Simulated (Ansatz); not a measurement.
# GaSb, element substitutions

The parent structure is GaSb in the zinc blende structure (space group F-43m, No. 216; a = 6.111 Å).

Each row replaces one element on all its sites; cell and atoms are relaxed.

Levels (all Ansatz, an electronic-structure program, PAW): PBEsol (420 eV, no spin-orbit coupling); r2SCAN (500 eV, without spin-orbit coupling); HSE06 (420 eV, no spin-orbit coupling).

Band gaps by level, all at the geometries relaxed with PBEsol:

| case | PBEsol | r2SCAN | HSE06 |
|---|---|---|---|
| base | zero | 0.49 eV | – |
| Sb → P | 1.45 eV | 1.83 eV | 2.24 eV |
| Sb → N | 1.70 eV | 2.17 eV | 3.00 eV |

Single points use the geometry relaxed with PBEsol. HSE06 was sampled on its mesh, a few special points and the semilocal edge points, so its gap is an upper bound. With Sb present, leaving out spin-orbit coupling can change the band edges. Stability against distortions was not tested. The final runs are not spin-polarised. This is not the structure that GaN has at room temperature and ambient pressure. A zero or small gap of GaSb can be the functional's error rather than a property of the material.
